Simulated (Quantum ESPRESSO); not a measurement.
Quantum ESPRESSO run on ZnCoF6 (P1, 8 atoms in the cell): self-consistent single point.

Method of the run: PBEsol, PSlibrary PAW (PBE) pseudopotentials (plane waves; Quantum ESPRESSO).

The change in words: atoms moved at random. Reference geometry:
```
CELL_PARAMETERS angstrom
      2.39376     1.38204     4.24566
     -2.39376     1.38204     4.24566
      0.00000    -2.76408     4.24566
ATOMIC_POSITIONS crystal
  Zn 0.50000 0.50000 0.50000
  Co 0.00000 0.00000 0.00000
  F  0.37206 0.77048 0.09479
  F  0.62794 0.22952 0.90521
  F  0.09479 0.37206 0.77048
  F  0.90521 0.62794 0.22952
  F  0.77048 0.09479 0.37206
  F  0.22952 0.90521 0.62794
```
Moments meant for the start (each program seeds them in its own way; μB, in the order of the atoms Zn Co F F F F F F): 0.0 3.0 0.0 0.0 0.0 0.0 0.0 0.0.

Reference input (self-consistent single point, DFT, PBEsol, plane waves, PSlibrary PAW (PBE) pseudopotentials): ecutwfc = 55 Ry; ecutrho = 330 Ry; occupations = smearing; smearing = fd; degauss = 0.0036749 Ry; nspin = 2; input_dft = pbesol; K_POINTS = automatic 4 4 4 0 0 0; conv_thr = 1e-10 Ry; mixing_beta = 0.4. This run's input differs from it in these lines:

```diff
@@ -30,10 +30,10 @@
 ATOMIC_POSITIONS {crystal}
-Zn    0.5000000000    0.5000000000    0.5000000000
-Co    0.0000000000    0.0000000000    0.0000000000
-F     0.3720600000    0.7704770000    0.0947900000
-F     0.6279400000    0.2295230000    0.9052100000
-F     0.0947900000    0.3720600000    0.7704770000
-F     0.9052100000    0.6279400000    0.2295230000
-F     0.7704770000    0.0947900000    0.3720600000
-F     0.2295230000    0.9052100000    0.6279400000
+Zn    0.4929380000    0.5128730000    0.4960700000
+Co   -0.0011830000    0.0039730000   -0.0027040000
+F     0.3760450000    0.7669470000    0.0886010000
+F     0.6322640000    0.2270350000    0.9032680000
+F     0.0905720000    0.3615720000    0.7892960000
+F     0.9069670000    0.6210580000    0.2221860000
+F     0.7780060000    0.1078240000    0.3662960000
+F     0.2243930000    0.8987180000    0.6369880000
 K_POINTS {automatic}
@@ -41,5 +41,5 @@
 CELL_PARAMETERS {angstrom}
-   2.3937643264     1.3820404782     4.2456650000
-  -2.3937643264     1.3820404782     4.2456650000
-   0.0000000000    -2.7640809564     4.2456650000
+   2.3937640000     1.3820410000     4.2456650000
+  -2.3937640000     1.3820410000     4.2456650000
+   0.0000000000    -2.7640810000     4.2456650000
```

Output (repeated stretches shortened):

```
     Self-consistent Calculation

     iteration #  1     ecut=    55.00 Ry     beta= 0.40

     total energy              =    -752.84028041 Ry
     estimated scf accuracy    <       1.34680705 Ry

     total magnetization       =     1.16 Bohr mag/cell
     absolute magnetization    =     1.40 Bohr mag/cell

     iteration #  2     ecut=    55.00 Ry     beta= 0.40

     total energy              =    -752.48428399 Ry
     estimated scf accuracy    <       7.71434301 Ry

     total magnetization       =     0.55 Bohr mag/cell
     absolute magnetization    =     0.68 Bohr mag/cell

     iteration #  3     ecut=    55.00 Ry     beta= 0.40

   [... lines left out ...]
     absolute magnetization    =     1.05 Bohr mag/cell

     iteration # 17     ecut=    55.00 Ry     beta= 0.40

     Magnetic moment per site  (integrated on atomic sphere of radius R)
     atom   1 (R=0.157)  charge=  9.3302  magn=  0.0097
     atom   2 (R=0.138)  charge=  5.6641  magn=  0.6809
     atom   3 (R=0.138)  charge=  5.8135  magn=  0.0317
     atom   4 (R=0.138)  charge=  5.8150  magn=  0.0416
     atom   5 (R=0.138)  charge=  5.8235  magn=  0.0454
     atom   6 (R=0.138)  charge=  5.8077  magn=  0.0322
     atom   7 (R=0.138)  charge=  5.8123  magn=  0.0301
     atom   8 (R=0.138)  charge=  5.8275  magn=  0.0298
     End of self-consistent calculation

     the Fermi energy is     3.8970 ev

!    total energy              =    -753.36559942 Ry
     estimated scf accuracy    <          9.3E-11 Ry
     smearing contrib. (-TS)   =      -0.00419548 Ry
     internal energy E=F+TS    =    -753.36140394 Ry

     total magnetization       =     1.00 Bohr mag/cell
     absolute magnetization    =     1.05 Bohr mag/cell

     convergence has been achieved in  17 iterations

     Forces acting on atoms (cartesian axes, Ry/au):

     atom    1 type  1   force =     0.01136166   -0.00588413   -0.00623319
     atom    2 type  2   force =     0.03535205   -0.07260458   -0.01218108
     atom    3 type  3   force =     0.01246227    0.00140814    0.00871712
     atom    4 type  3   force =    -0.03618254   -0.00542215   -0.02105459
   [... lines left out ...]

     Total force =     0.136861     Total SCF correction =     0.000020

          total   stress  (Ry/bohr**3)                   (kbar)     P=       98.53
   0.00063028  -0.00001698  -0.00002539           92.72       -2.50       -3.74
  -0.00001698   0.00071795   0.00001873           -2.50      105.61        2.76
  -0.00002539   0.00001873   0.00066120           -3.74        2.76       97.27

   JOB DONE.
```

The run converged in 17 iterations. Against the reference run the free energy goes up by 19.3 meV/atom, the pressure goes from 8.15 to 9.85 GPa, the largest force goes from 0.584 to 2.125 eV/Å and the size of the net moment stays at 0.12 μB/atom.

The starting cell comes from a database of computed structures (which also holds hypothetical and non-ambient phases and stackings), without a prior relaxation at this level. Its lattice was rescaled by a random factor within 2.5 % of one. For this run, on top of that: atoms moved at random. The moments shrank to a small part of their start, a low-spin state that need not be the lowest. With a pressure of about 10 GPa the cell is away from its equilibrium volume at this level. Forces in this geometry exceed 1 eV/Å.

Cost on one core of a shared machine: roughly 5 min.
